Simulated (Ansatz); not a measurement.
**Response to strain in Cu**

Take Cu in the fcc (Cu type) structure (space group Fm-3m, No. 225; a = 3.577 Å; relaxed with 0.1 eV smearing) as the base. Axes: x, y, z lie along the cube axes.

Strains are applied to the cell and any free atomic positions relax.

Computed with r2SCAN (Ansatz, a quantum-chemistry and plane-wave program, PAW, without spin-orbit coupling).

Notes on the quantities. energy relative to the base: free energy F.

```
case                            energy relative to the base  pressure  shortest interatomic distance       space group
------------------------------  ---------------------------  --------  -----------------------------  ----------------
base                                             0 meV/atom   0.0 GPa                        2.529 Å   Fm-3m (No. 225)
isotropic strain −4.65 %                      +137 meV/atom  33.3 GPa                        2.412 Å   Fm-3m (No. 225)
uniaxial strain ε_zz = +0.56 %                +0.2 meV/atom  -0.9 GPa                        2.529 Å  I4/mmm (No. 139)
uniaxial strain ε_zz = +5.57 %                 +20 meV/atom  -7.6 GPa                        2.529 Å  I4/mmm (No. 139)
tensor shear ε_xy = −0.58 %                   +0.4 meV/atom   0.0 GPa                        2.514 Å     Immm (No. 71)
tensor shear ε_xy = −1.52 %                   +3.1 meV/atom   0.2 GPa                        2.491 Å     Immm (No. 71)
```

Stability against distortions was not tested. All final runs are without spin polarisation.
